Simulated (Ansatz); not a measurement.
Worked example: self-consistent single point of a (001) slab of BaAl2 (cut from a parent of space group no. 227; 12 atoms in the cell) in Ansatz (an electronic-structure program).

Computed with PBEsol, default PAW files made with PBE (plane waves; Ansatz).

The change in words: vacuum of 30 angstrom (first run: 14 Å). Reference geometry:
```xyz
12
Lattice="6.0015 0.0000 0.0000 -6.0015 6.0015 0.0000 0.0000 0.0000 21.4265" Properties=species:S:1:pos:R:3 pbc="T T T"
Al    -3.0008     4.5012     7.0000
Al     1.5004     0.0000     9.1218
Al     3.0008     1.5004     7.0000
Al    -1.5004     6.0015     9.1218
Al     0.0000     1.5004    11.2437
Al    -1.5004     3.0008    13.3656
Al     0.0000     4.5012    11.2437
Al     1.5004     3.0008    13.3656
Ba     3.0008     3.0008    10.1828
Ba     0.0000     3.0008     8.0609
Ba     0.0000     0.0000    14.4265
Ba    -3.0008     6.0015    12.3046
```

Reference input (self-consistent single point, DFT, PBEsol, plane waves, default PAW files made with PBE): basis.ecutwfc = 420 eV; kpoints.mp_grid.grid = 4 4 1; hamiltonian.xc = pbesol; hamiltonian.pseudopotentials = {kind: paw} (the program's default PAW files); scf.occupations.method = gaussian; scf.occupations.width = 0.1 eV. This run's input differs from it in these lines:

Ansatz 0.2 input:
```diff
@@ -5,16 +5,16 @@
     - [-6.001548, 6.001548, 0.000000]
-    - [0.000000, 0.000000, 21.426518]
+    - [0.000000, 0.000000, 37.426517]
   atoms:
-    - { symbol: Al, position_ang: [-3.000774, 4.501161, 7.000001] }
-    - { symbol: Al, position_ang: [1.500387, 0.000000, 9.121804] }
-    - { symbol: Al, position_ang: [3.000774, 1.500387, 7.000001] }
-    - { symbol: Al, position_ang: [-1.500387, 6.001548, 9.121804] }
-    - { symbol: Al, position_ang: [0.000000, 1.500387, 11.243694] }
-    - { symbol: Al, position_ang: [-1.500387, 3.000774, 13.365626] }
-    - { symbol: Al, position_ang: [0.000000, 4.501161, 11.243694] }
-    - { symbol: Al, position_ang: [1.500387, 3.000774, 13.365626] }
-    - { symbol: Ba, position_ang: [3.000774, 3.000774, 10.182824] }
-    - { symbol: Ba, position_ang: [0.000000, 3.000774, 8.060892] }
-    - { symbol: Ba, position_ang: [0.000000, 0.000000, 14.426517] }
-    - { symbol: Ba, position_ang: [-3.000774, 6.001548, 12.304606] }
+    - { symbol: Al, position_ang: [-3.000774, 4.501161, 14.999987] }
+    - { symbol: Al, position_ang: [1.500387, 0.000000, 17.121808] }
+    - { symbol: Al, position_ang: [3.000774, 1.500387, 14.999987] }
+    - { symbol: Al, position_ang: [-1.500387, 6.001548, 17.121808] }
+    - { symbol: Al, position_ang: [0.000000, 1.500387, 19.243705] }
+    - { symbol: Al, position_ang: [-1.500387, 3.000774, 21.365638] }
+    - { symbol: Al, position_ang: [0.000000, 4.501161, 19.243705] }
+    - { symbol: Al, position_ang: [1.500387, 3.000774, 21.365638] }
+    - { symbol: Ba, position_ang: [3.000774, 3.000774, 18.182812] }
+    - { symbol: Ba, position_ang: [0.000000, 3.000774, 16.060879] }
+    - { symbol: Ba, position_ang: [0.000000, 0.000000, 22.426530] }
+    - { symbol: Ba, position_ang: [-3.000774, 6.001548, 20.304597] }
 basis:
```

The program printed (abridged):

```
SCF iter   1: F=—  HF=-27645.501230 eV  |F-HF|=—  |Δ(HF+E_count)|=         —  Δρ=2.57e-3  dr2=3.22e0  ethr=1.77e-3  ⟨swp⟩=16.0  Hψ=3293  notcnv=0
all-band conjugate gradients solve this SCF's bands
preconditioner: auto → LDOS
SCF iter   2: F=—  HF=-27645.380282 eV  |F-HF|=—  |Δ(HF+E_count)|=   1.21e-1  Δρ=1.45e-3  dr2=6.68e-1  ethr=1.77e-3  ⟨swp⟩=3.0  Hψ=625  notcnv=0  defer=38
   [... lines left out ...]
SCF iter   6: F=—  HF=-27645.354977 eV  |F-HF|=—  |Δ(HF+E_count)|=   1.89e-5  Δρ=2.37e-5  dr2=3.96e-5  ethr=1.92e-7  ⟨swp⟩=2.3  Hψ=579  notcnv=0  defer=38
SCF iter   7: F=—  HF=-27645.355031 eV  |F-HF|=—  |Δ(HF+E_count)|=   5.37e-5  Δρ=8.67e-6  dr2=2.83e-6  ethr=6.19e-8  ⟨swp⟩=2.0  Hψ=494  notcnv=0  defer=38
SCF iter   8: F=—  HF=-27645.355031 eV  |F-HF|=—  |Δ(HF+E_count)|=   2.86e-7  Δρ=2.76e-6  dr2=2.52e-7  ethr=4.42e-9  ⟨swp⟩=2.0  Hψ=588  notcnv=0  defer=38
SCF iter   9: F=-27645.355032 eV  HF=-27645.355032 eV  |F-HF|=1.29e-8  |Δ(HF+E_count)|=   1.80e-7  Δρ=8.40e-7  dr2=3.29e-8  ethr=1.56e-10  ⟨swp⟩=22.1  Hψ=2405  notcnv=0
SCF 1 converged in 9 iterations: F = -27645.355032 eV  dr2 = 3.29e-8
Free energy (F): -27645.355032 eV
Internal energy: -27645.302057 eV  (E = F + TS)
E sigma→0 (E₀):  -27645.328544 eV
Entropy (-TS):   -0.052975 eV (-4.415 meV/atom)
Fermi energy:    -0.493059 eV
--- Forces (eV/Å), atoms counted from 1 ---
  atom   1  Al     0.00000000     0.69026750     0.79013164
  atom   2  Al    -0.17155178     0.00000000    -0.09833555
  atom   3  Al     0.00000000    -0.69026750     0.79013164
  atom   4  Al     0.17155178     0.00000000    -0.09833555
  atom   5  Al     0.00000000    -0.22127671     0.04148108
  atom   6  Al     0.20095774     0.00000000    -0.33447392
  atom   7  Al     0.00000000     0.22127671     0.04148108
  atom   8  Al    -0.20095774     0.00000000    -0.33447392
   [... lines left out ...]
  atom  12  Ba     0.00000000     0.00000000    -0.25203820
--- Stress (GPa, compression-positive) ---
       -0.349032       0.000000       0.000000
        0.000000      -0.963903       0.000000
        0.000000       0.000000      -0.655581
  P = ⅓ Tr σ = -0.6562 GPa (-6.562 kbar)
  The stress holds the Pulay correction. Without it, at fixed plane waves, as pw.x and ABINIT print it: P = -0.6606 GPa
```

The run converged in 9 iterations. Against the reference run the free energy goes up by 1.2 meV/atom and the largest force moves little (1.042 to 1.049 eV/Å).

The starting cell comes from a database of computed structures (which also holds hypothetical and non-ambient phases and stackings), without a prior relaxation at this level. The slab is cut from that crystal, and its faces are unrelaxed. Its lattice was rescaled by up to half a per cent. The two faces of this cut differ, and no dipole correction was used. Forces in this geometry exceed 1 eV/Å.

Cost on one core of a shared machine: roughly 50 s.
